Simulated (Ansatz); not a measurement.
Effect of biaxial strain +4.43 %, plane normal [001], relaxed out of plane on CoCl2

Base system: CoCl2 in the CdI2 type structure (space group P-3m1, No. 164; a = 3.5260 Å, c = 5.6970 Å; ferromagnetic; a model cell, its experimental status unchecked; layered, stacked along the Cartesian z axis). Axes: x lies along a and z along c of the hexagonal cell.

Now apply this change: biaxial strain +4.43 %, plane normal [001], relaxed out of plane (Cartesian); in-plane vectors clamped, the third vector and the atoms free.

Level of theory: r2SCAN+rVV10/PAW in Ansatz (a quantum-chemistry and plane-wave program), without spin-orbit coupling. Γ-centred 11×11×6 mesh, Fermi–Dirac width 0.05 eV.

Volume per atom: 21.57 Å³ (base 20.45 Å³)
Space group: P-3m1 (No. 164) (base P-3m1 (No. 164))
Shortest interatomic distance: 2.470 Å (base 2.428 Å)
Pressure (mean of the normal stresses, compression positive): -2.76 GPa (base 0.00 GPa)
Band gap: 1.65 eV (base 1.50 eV)
Gap character: indirect, M → K (base indirect, M → K)
Smallest direct gap: 1.69 eV (base 1.57 eV)
Width of the top valence band: 1.00 eV (base 1.08 eV)
Magnetic state: ferromagnetic (base ferromagnetic)
Out-of-plane strain: -3.27 %
Ratio −ε⊥/ε∥: 0.74
Mean in-plane stress (compression positive): -4.1 GPa

Final structure (turned so that z lies along the plane normal):

```yaml
crystal:
  lattice:
    - [3.68220, 0.00000, 0.00000]
    - [1.84110, 3.18887, 0.00000]
    - [0.00000, 0.00000, 5.51047]
  atoms:
    - { symbol: Co, position: [0.00000, 0.00000, 0.00000] }
    - { symbol: Cl, position: [0.33333, 0.33333, 0.22813] }
    - { symbol: Cl, position: [0.66667, 0.66667, 0.77187] }
```

Stability against distortions was not tested. No Hubbard U is applied and the magnetic state is the run's own (CoCl2 ferromagnetic); other magnetic orders, which need larger cells, were not tried and can change the gap.
